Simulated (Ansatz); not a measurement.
Cost and result by functional for the adsorption energy of NH3 on the 1x1 (0001) surface of hcp Ti, one in a 2x2 cell, started at the site 'top Ti', in Ansatz (plane waves, PAW). Single points on the PBE structure, on one kind of machine; costs are rough ratios of the slab run's core time (references not counted) to the cheapest single point. r2SCAN's cost holds its higher cutoff (500 against 420 eV). Differences are taken against r2SCAN for comparison alone: no measured value is at hand, so the table doesn't rank accuracy.

Slab: 20 atoms, 6.8 Å thick at the start under the adsorbate (thin: gaps and levels are the slab's own); k 6x6x1, smearing 0.1 eV, dipole-corrected; 8 atoms held, the rest relaxed; start symmetry kept, larger cells not searched; no spin, no spin-orbit, no U, no dispersion correction. At the end it is bonded to Ti. In PBE it is, or lies within 0.03 eV of, the lowest of the starts that converged. These notes are the PBE run's. Adsorption energies are against NH3(g). A negative adsorption energy means that the adsorbate is more stable on the surface than in its reference.

| functional | relative cost | adsorption energy (eV) | less r2SCAN (eV) |
|---|---|---|---|
| RPBE | 1 | -0.68 | 0.33 |
| r2SCAN | 2 | -1.01 | 0.00 |
| PBE (the relaxed run's value) | – | -0.86 | 0.15 |

The values span 0.33 eV, while the single points' costs differ by a factor of roughly 2. Differences are of unrounded values.

Ansatz is a first-principles code.
